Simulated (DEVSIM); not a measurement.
Structure: abrupt GaP n-p junction, at 250 K.

Layer 1 from the left is GaP, thickness (μm) 0.690, Nd (cm⁻³) 4.9e18, τn (s) 1.2e-6, τp (s) 1.2e-6. Layer 2 from the left is GaP, thickness (μm) 190, Na (cm⁻³) 2.6e17, τn (s) 1.2e-6, τp (s) 1.2e-6.

Left contact: ohmic. Right contact: ohmic. Voltage is applied to the left contact. Recombination: SRH at mid-gap, radiative, Auger. Mobility is μmin + (μ − μmin)/(1 + (N/Nref)^α).

The device is made up for the run: typed textbook-type constants, with dimensions and the other settings drawn at random. Values at 300 K; Nc and Nv go as T^1.5, mobilities as T to minus their exponent, the gap by Varshni's rule with the affinity fixed.

GaP: gap (eV) 2.26, affinity (eV) 3.8, permittivity 11.1, Nc (cm⁻³) 1.8e19, Nv (cm⁻³) 1.9e19, μn (cm²/Vs) 250, μp (cm²/Vs) 150, μn,min 10, μp,min 10, Nref,n 4.4e18, Nref,p 1e18, αn 0.8, αp 0.85, T exponent of μn 1.6, T exponent of μp 1.98, B (cm³/s) 1e-13, Cn (cm⁶/s) 1e-30, Cp (cm⁶/s) 1e-30, Varshni α (eV/K) 0.00058, Varshni β (K) 372.

Simulated with DEVSIM: 1D drift-diffusion, Boltzmann statistics, complete ionisation; no tunnelling, impact ionisation, image-force lowering or self-heating.

Dark forward current:

```
|V| (V)  |J| (A/cm²)
-------  -----------
1.05       1.259e-13
1.10       4.114e-13
1.15       1.330e-12
1.20       4.362e-12
1.25       1.448e-11
1.30       4.775e-11
1.35       1.569e-10
1.40       5.202e-10
1.45        1.738e-9
1.50        5.839e-9
1.55        2.007e-8
1.60        7.312e-8
1.65        3.038e-7
1.70        1.607e-6
1.75        1.132e-5
1.80        9.798e-5
1.85       0.0009377
1.90        0.009329
1.95         0.09333
2.00          0.8665
2.05           5.302
2.10           16.14
2.15           31.65
2.20           50.23
2.25           71.28
2.30           94.60
```

**Question.** Work out the local ideality factor n = ΔV / (kT/q · ln(J2/J1)) between the rows 1.05 and 1.10 V, 1.90 and 1.95 V, 2.25 and 2.30 V.

**Answer.** kT/q = 21.54 mV. From 1.05 to 1.10 V: ln(4.114e-13/1.259e-13) = 1.184, n = 1.96, near the 2 of recombination in the depletion region. From 1.90 to 1.95 V: ln(0.09333/0.009329) = 2.303, n = 1.01, near the 1 of diffusion or emission over a barrier. From 2.25 to 2.30 V: ln(94.60/71.28) = 0.283, n = 8.20.

**Question.** Estimate the current at 1.90 V from the Shockley equation with J0 = Σ q ni² D/(N L) coth(W/L), τ joining the SRH, radiative and Auger lifetimes that are on, and W taken as the whole layer.

**Answer.** ni² = 2.18e-8 cm⁻⁶; holes in the n layer: μ = 55.7 cm²/Vs, D = 1.20 cm²/s, τ = 3.95e-8 s, L = 2.18 μm, W/L = 0.32, term 1.28e-41 A/cm²; electrons in the p layer: μ = 304 cm²/Vs, D = 6.56 cm²/s, τ = 1.08e-6 s, L = 26.6 μm, W/L = 7.1, term 3.31e-41 A/cm². J0 = 4.59e-41 A/cm², and J = J0 exp(qV/kT) = 0.00934 A/cm². The simulation gives 0.00933 A/cm², the same within the digits that matter. The estimate leaves out recombination in the depletion region and that region's share of W.
